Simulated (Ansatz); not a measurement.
Consider SnO (space group P4/nmm, No. 129; a = 3.837 Å, c = 4.759 Å; layered, stacked along the Cartesian z axis).

Structures relaxed with PBE-D3(BJ), PAW, 420 eV (Ansatz, a quantum-chemistry and plane-wave program; without spin-orbit coupling).

Base:

Simulated powder pattern, Cu Kα1, λ = 1.54056 Å (kinematic, ideal powder, no thermal factors, no anomalous dispersion; the 14 strongest lines at most, above 2 %, up to 2θ = 90°):

```tsv
2θ (°)	I/Imax (%)	hkl
29.89	100	(101)
32.99	28	(110)
37.78	9.8	(002)
47.34	18	(200)
51.01	28	(112)
57.00	31	(211)
62.09	9.4	(202)
63.40	11	(103)
69.19	5.3	(220)
77.16	6.3	(301)
78.81	4.9	(310)
81.63	4.4	(222)
82.80	10	(213)
89.98	3.5	(114)
```

After one change:

Simulated powder pattern, Cu Kα1, λ = 1.54056 Å (kinematic, ideal powder, no thermal factors, no anomalous dispersion; the 14 strongest lines at most, above 2 %, up to 2θ = 90°):

| 2θ (°) | I/Imax (%) |
|---|---|
| 18.52 | 3.7 |
| 29.71 | 100 |
| 32.78 | 28 |
| 37.54 | 9.8 |
| 47.04 | 18 |
| 50.68 | 28 |
| 56.63 | 31 |
| 61.68 | 9.4 |
| 62.98 | 11 |
| 68.72 | 5.3 |
| 76.62 | 6.3 |
| 78.25 | 4.9 |
| 81.04 | 4.4 |
| 82.19 | 10 |

Task: Which of these changes matches the shifts?
A. isotropic strain +1.80 %
B. isotropic strain +3.00 %
C. isotropic strain +1.20 %
D. isotropic strain +0.60 %

Result: D, isotropic strain +0.60 %. Its volume per atom is 17.83 Å³ against 17.52 Å³, and its space group is P4/nmm (No. 129).

Stability against distortions was not tested. The final runs are not spin-polarised.
